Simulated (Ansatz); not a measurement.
# V in the diamond structure (space group Fd-3m, No. 227; ferromagnetic; a hypothetical phase, not in the database extracts checked)

```cif
data_V8
_chemical_formula_sum 'V8'
_space_group_name_H-M_alt 'Fd-3m :1'
_space_group_IT_number 227
_space_group_name_Hall 'F 4d 2 3 -1d'
_cell_length_a 5.36240
_cell_length_b 5.36240
_cell_length_c 5.36240
_cell_angle_alpha 90.000
_cell_angle_beta 90.000
_cell_angle_gamma 90.000
loop_
_atom_site_label
_atom_site_type_symbol
_atom_site_symmetry_multiplicity
_atom_site_Wyckoff_symbol
_atom_site_fract_x
_atom_site_fract_y
_atom_site_fract_z
_atom_site_occupancy
V1 V 8 a 0.00000 0.00000 0.00000 1
```
(The calculation used a cell of 2 atoms; values per cell refer to that cell.)

The values are results of PBEsol, PAW, 420 eV (Ansatz, a first-principles code; spin-orbit coupling left out), not measurements. Settings: 15×15×15 k-points, 0.05 eV Fermi–Dirac smearing.

- Volume per atom = 19.27 Å³
- Density = 4.39 g/cm³
- Band gap = zero
- Magnetic state = ferromagnetic
- Total energy = -2882.840 eV/atom (σ→0; compares only within this code and set-up)

The magnetic state is the one reached from the starting moments; the real material's order can differ, and small cells can't hold many antiferromagnetic ones. Stability against distortions was not tested.
